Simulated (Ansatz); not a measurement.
Start from SiO₂ (space group P4_12_12, No. 92).

```yaml
crystal:
  lattice:
    - [5.02890, 0.00000, 0.00000]
    - [0.00000, 5.02890, 0.00000]
    - [0.00000, 0.00000, 7.01076]
  atoms:
    - { symbol: Si, position: [0.29800, 0.29800, 0.00000] }
    - { symbol: Si, position: [0.79800, 0.20200, 0.75000] }
    - { symbol: Si, position: [0.20200, 0.79800, 0.25000] }
    - { symbol: Si, position: [0.70200, 0.70200, 0.50000] }
    - { symbol: O, position: [0.23961, 0.10178, 0.17827] }
    - { symbol: O, position: [0.73961, 0.39822, 0.57173] }
    - { symbol: O, position: [0.26039, 0.60178, 0.07173] }
    - { symbol: O, position: [0.76039, 0.89822, 0.67827] }
    - { symbol: O, position: [0.89822, 0.76039, 0.32173] }
    - { symbol: O, position: [0.39822, 0.73961, 0.42827] }
    - { symbol: O, position: [0.60178, 0.26039, 0.92827] }
    - { symbol: O, position: [0.10178, 0.23961, 0.82173] }
```

Cartesian axes are those of the cell as printed.

Method: Ansatz (an electronic-structure program) PBEsol, no SOC, earlier PAW set.

For the base:

| Property | Value |
|---|---|
| Hole mass | 1.5 mₑ along c, 1.8 mₑ across (at Γ) |
| Band gap | 5.57 eV |

The change: the cell is compressed by 2.26 % along z with no lateral relaxation; the atoms relax in the strained cell.

Q: Predict the new largest internal atomic displacement, hole mass and band gap.

A: The largest internal atomic displacement amounts to 0.046 Å; the hole mass changes from 1.5 mₑ along c, 1.8 mₑ across (at Γ) to 1.7 mₑ along z, 1.9 mₑ across (at Γ); the band gap stays 5.57 eV.

Effective masses come from finite differences of ±0.01 Å⁻¹. No phonon test of stability was made.
